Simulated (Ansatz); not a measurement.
# Amorphous Mo16Si32

A CHGNet melt-quench gave the starting glass, which DFT then relaxed. The hot cell started wider than the set density and was brought back towards it in steps. It is the lowest in DFT energy of 2 quenches. It is a model cell: composition and starting density were chosen by hand, and all elements were melted together. No dispersion term was used.

Level of theory: PBE, scalar-relativistic without spin-orbit coupling (plane waves to 420 eV, PAW; Ansatz, an electronic-structure program). Geometry, pressure, stress and energy are those of the PBE run. Its sampling: a 2×2×2 Γ-centred mesh; Fermi-Dirac width 0.1 eV; no spin polarisation.

The number of atoms in the cell comes out as 48 and the density (volume relaxed, without dispersion) is 5.66 g/cm³. The volume per atom comes out as 14.88 Å^3, the pressure on a 2×2×2 Γ-centred mesh is 0.19 GPa and the largest force and stress component on that mesh (the relaxation ran on one k-point at (1/4, 1/4, 1/4)) is 0.28 eV/Å and 0.4 GPa. The energy relative to tetragonal MoSi2 (lowest mix at this level among the phases computed, not always the ambient ones) is 0.419 eV/atom. The gap on a 2×2×2 Γ-centred mesh (PBE) is within the smearing (under twice its width).

Bonds are counted up to Mo-Mo 3.64 Å, Mo-Si 3.26 Å, Si-Si 2.74 Å.

- Mean coordination of Mo: 12.69 (2 with 11, 4 with 12, 7 with 13, 3 with 14)
- Mean coordination of Si: 7.34 (1 with 5, 7 with 6, 8 with 7, 13 with 8, 2 with 9, 1 with 10)
- Mean Mo-Si bond: 2.633 Å (spread 0.153 Å, 133 counted)
- Mean Si-Si bond: 2.544 Å (spread 0.100 Å, 51 counted)

Its density started from a set value of 5.63 g/cm³. Cooling (nominally 200 K/ps over its main leg) ran many orders faster than in experiment, which tends to leave more defects and strain. Values belong to this one cell and scatter from quench to quench. Volume and shape were free in the relaxation. On a 2×2×2 Γ-centred mesh force components of up to 0.28 eV/Å stay, since the relaxation ran on one k-point at (1/4, 1/4, 1/4).
